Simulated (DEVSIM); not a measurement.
Device: abrupt Si p-n junction, at 250 K.

| layer (left to right) | material | thickness (μm) | Nd (cm⁻³) | Na (cm⁻³) | τn (s) | τp (s) |
|---|---|---|---|---|---|---|
| 1 | Si | 0.900 | - | 6.4e15 | 1.7e-7 | 1.7e-7 |
| 2 | Si | 46.0 | 4.2e14 | - | 1.7e-7 | 1.7e-7 |

Left contact: ohmic. Right contact: ohmic. Voltage is applied to the left contact. Recombination: SRH at mid-gap. Mobility is μmin + (μ − μmin)/(1 + (N/Nref)^α).

The device is made up for the run: typed textbook-type constants, with dimensions and the other settings drawn at random. Values at 300 K; Nc and Nv go as T^1.5, mobilities as T to minus their exponent, the gap by Varshni's rule with the affinity fixed.

```csv
parameter,Si
gap (eV),1.124
affinity (eV),4.05
permittivity,11.7
Nc (cm⁻³),2.86e19
Nv (cm⁻³),3.1e19
μn (cm²/Vs),1417
μp (cm²/Vs),470
"μn,min",52
"μp,min",45
"Nref,n",9.7e16
"Nref,p",2.2e17
αn,0.68
αp,0.72
T exponent of μn,2.3
T exponent of μp,2.2
Varshni α (eV/K),0.000473
Varshni β (K),636
```

Simulated with DEVSIM: 1D drift-diffusion, Boltzmann statistics, complete ionisation; no tunnelling, impact ionisation, image-force lowering or self-heating.

Tabulate band edges, carrier densities and field at -10.0 V on the left contact.

Energies count from the Fermi level of the right contact; mesh points crowd at the junctions.

```
x (μm)   Ec (eV)  Ev (eV)  n (cm⁻³)  p (cm⁻³)  field (V/cm)
-------  -------  -------  --------  --------  ------------
0.000     10.959    9.823     < 1e2    6.4e15           ≈ 0
0.03174   10.959    9.823     < 1e2    6.4e15           ≈ 0
0.1082    10.959    9.823     < 1e2    6.4e15           ≈ 0
0.2751    10.959    9.823     < 1e2    6.4e15           -12
0.6690    10.849    9.713     < 1e2    3.8e13        -13000
0.8157    10.548    9.411     < 1e2     3.2e7        -28000
0.8767    10.360    9.224     < 1e2     10000        -34000
0.9136    10.229    9.093     < 1e2      4400        -36000
0.9683    10.033    8.897     < 1e2      4300        -36000
1.093      9.593    8.457     < 1e2      4300        -35000
1.388      8.596    7.460       200      4200        -33000
2.545      5.220    4.084       790      4000        -25000
4.806      1.137    0.001      4500      2300        -11000
10.13      0.234   -0.902    4.2e14     < 1e2           ≈ 0
28.90      0.234   -0.902    4.2e14     < 1e2           ≈ 0
39.27      0.234   -0.902    4.2e14     < 1e2           ≈ 0
43.67      0.234   -0.902    4.2e14     < 1e2           ≈ 0
45.60      0.234   -0.902    4.2e14     < 1e2           ≈ 0
46.50      0.234   -0.902    4.2e14     < 1e2           ≈ 0
46.74      0.234   -0.902    4.2e14     < 1e2           ≈ 0
46.85      0.234   -0.902    4.2e14     < 1e2           ≈ 0
46.90      0.234   -0.902    4.2e14     < 1e2           ≈ 0
```
